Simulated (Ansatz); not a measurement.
The starting structures come from a database of crystals and need not be the phases stable at ambient conditions.

Inside the gap of an insulator the Bloch states are evanescent, with a wavenumber k + iκ along the transport direction.

```xyz
5
Lattice="5.8104 0.0000 0.0000 -2.9052 5.0320 0.0000 2.9052 1.6773 2.3823" Properties=species:S:1:pos:R:3 pbc="T T T"
Ba     2.9052     5.0320     0.0010
Ti     5.8104     3.3547     1.2864
O      5.8104     1.7083     2.2813
O      1.4258     4.1778     2.2813
O      4.3846     4.1778     2.2813
```

Space group of this cell: R3m. The cell is strained (all lengths scaled by 1.02); by r2SCAN its mean pressure is -10.4 GPa.

Transport runs along the normal of the first two printed cell vectors, the (001) plane of the conventional cell.

The gap is the functional's own, uncorrected, and κ follows it; spin-orbit coupling is left out. Mid-gap values are interpolated between the computed energies.

### Question
Compute, with r2SCAN run with Ansatz (a program for electronic structure), the band gap and the smallest decay constant κ at mid-gap.

### Answer
Gap 2.57 eV on a 12×12×12 mesh; κ = 0.377 1/Å, at (0.167, 0.000) of the in-plane reciprocal vectors. At the zone centre, at the nearest computed energy, the slowest state has κ = 0.39 1/Å.
